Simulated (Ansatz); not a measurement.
**BN (R3m, No. 160, 2 atoms in the cell; start mp-13150; a measured phase of this formula has another space group)**

All values below come from r²SCAN+rVV10 (plane waves, PAW; Ansatz, a quantum-chemistry and plane-wave program).

Numerical settings: plane-wave cutoff 560 eV, 16×16×16 k mesh, Fermi–Dirac smearing 0.01 eV, scalar-relativistic PAW data made under PBE.

Cell (relaxed at this level):

BN is modelled in the trigonal space group R3m, hexagonal axes (No. 160), Pearson symbol hR2. Conventional cell: a = 2.500 Å, b = 2.500 Å, c = 9.757 Å, α = 90.00°, β = 90.00°, γ = 120.00°. B on 3a sees 3 N at 1.443 Å (trigonal planar). N on 3a has 3 B at 1.443 Å (trigonal planar). (Neighbours: up to the widest gap in distance over summed covalent radii, below 1.35, at either atom.)
(The calculation used a cell of 2 atoms; values per cell refer to that cell.)

```json
{
 "band_gap": "4.61 eV (on the SCF k mesh)",
 "direct gap at Γ": "6.98 eV"
}
```

Note: the relaxation could not lower the start's symmetry, so the cell can be a saddle point above a distorted one.

A start named mp-… is a Materials Project structure, which need not be a measured phase.
